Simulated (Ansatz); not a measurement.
Carrier doping in TiO2

The parent structure is TiO₂ in the anatase structure (space group I4_1/amd, No. 141; a = 3.770 Å, c = 9.552 Å).

Carriers are added at fixed cell with a uniform background; the Fermi–Dirac width is that of 300 K.

Calculations: PBEsol (Ansatz, a program for electronic structure; PAW; 420 eV plane waves; no spin-orbit coupling).

For the base:

- Gap between the host's bands: 2.11 eV

Q: The aim is a gap between the host's bands between 2.77 eV and 3.01 eV. Which of these changes reaches it?
A) electrons 2.0×10^22 cm⁻³
B) electrons 1.0×10^22 cm⁻³
C) holes 7.0×10^21 cm⁻³

A: A, electrons 2.0×10^22 cm⁻³. It gives 2.92 eV; electrons 1.0×10^22 cm⁻³ gives 2.56 eV; holes 7.0×10^21 cm⁻³ gives 2.21 eV. Changes not listed may reach it too

Carriers are added with a uniform compensating background; total energy and stress of such cells depend on the potential's zero and are not compared; many-body gap narrowing is missing at this level. Whether these cells are dynamically stable was not tested. The base started in C2/c and relaxed to I4_1/amd at this level. All final runs are without spin polarisation.
